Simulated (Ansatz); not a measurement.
Pressure series in GaN

Take GaN in the wurtzite structure (space group P6_3mc, No. 186) as the base.

```cif
data_Ga2N2
_chemical_formula_sum 'Ga2 N2'
_space_group_name_H-M_alt 'P 1'
_space_group_IT_number 1
_cell_length_a 3.21861
_cell_length_b 3.21861
_cell_length_c 5.24355
_cell_angle_alpha 90.000
_cell_angle_beta 90.000
_cell_angle_gamma 120.000
loop_
_space_group_symop_operation_xyz
  'x, y, z'
loop_
_atom_site_label
_atom_site_type_symbol
_atom_site_fract_x
_atom_site_fract_y
_atom_site_fract_z
_atom_site_occupancy
Ga1 Ga 0.66667 0.33333 0.00096 1
Ga2 Ga 0.33333 0.66667 0.50096 1
N1 N 0.66667 0.33333 0.62424 1
N2 N 0.33333 0.66667 0.12424 1
```

Cell and atoms are relaxed at each pressure.

Level of theory: Ansatz (a quantum-chemistry and plane-wave program) PBE, no spin-orbit coupling, earlier PAW set.

| P (GPa) | V (Å³/atom) |
|---|---|
| -2.00 | 11.902 |
| -1.00 | 11.830 |
| 0.89 | 11.701 |
| 2.10 | 11.622 |
| 4.50 | 11.473 |
| 9.00 | 11.219 |
| 15.00 | 10.921 |
| 22.50 | 10.598 |
| 30.00 | 10.317 |

Q: Fit a third-order Birch–Murnaghan equation of state.

A: Least squares on P(V) = (3B₀/2)[(V₀/V)^(7/3) − (V₀/V)^(5/3)]·[1 + (3/4)(B₀′ − 4)((V₀/V)^(2/3) − 1)] gives V₀ = 11.76 Å³/atom, B₀ = 172 GPa and B₀′ = 4.3.

Between the base and pressure 15 GPa the gap moves from 1.71 eV to 2.20 eV, a mean slope of 33 meV/GPa.

Load acts through the strain it causes; cell and atoms are relaxed under it. No phonon test of stability was made. Tetrahedral semiconductors of this kind turn to denser phases somewhere between about 1 and 50 GPa; those were not computed, so compressed cells here can lie past the real transition.
